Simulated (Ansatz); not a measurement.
**How far PBE and r2SCAN part for Ga2O3, biaxial strain −2.75 %, plane normal [001], relaxed out of plane**

The reference is Ga$_{2}$O$_{3}$ in the corundum structure (space group R-3c, No. 167; a = 5.058 Å, c = 13.623 Å (hexagonal axes)). Axes: x lies along a and z along c of the hexagonal cell.

(Cell as relaxed with PBE.)

Levels (all Ansatz, a program for electronic structure, PAW): PBE (420 eV, scalar-relativistic without spin-orbit coupling); r2SCAN (500 eV, spin-orbit coupling left out).

Each level relaxes its own structure.

```
base                        PBE      r2SCAN
-------------------  ----------  ----------
volume per atom        10.06 Å³     9.64 Å³
lattice parameter a  9.558 bohr  9.420 bohr
band gap                2.40 eV     3.55 eV
```

Perturbation: biaxial strain −2.75 %, plane normal [001], relaxed out of plane (Cartesian); in-plane vectors clamped, the third vector and the atoms free.

```json
[
 {"quantity": "shortest interatomic distance", "PBE": "3.637 bohr", "r2SCAN": "[?]"},
 {"quantity": "band gap", "PBE": "2.75 eV", "r2SCAN": "[?]"},
 {"quantity": "energy relative to the base (free energy F)", "PBE": "+22 meV/atom", "r2SCAN": "[?]"}
]
```

**Question.** Given the PBE results, estimate those of r2SCAN.

**Answer.** 
- shortest interatomic distance, r2SCAN: 3.589 bohr
- band gap, r2SCAN: 3.92 eV
- energy relative to the base (free energy F), r2SCAN: +24 meV/atom

PBE's shortest interatomic distance lies 0.048 bohr above r2SCAN's (1.3 %); PBE's band gap lies 1.17 eV below r2SCAN's; PBE's energy relative to the base lies 2.1 meV/atom below r2SCAN's. Neither level is exact; r2SCAN is the comparison here, not a measurement.

Whether these cells are dynamically stable was not tested.
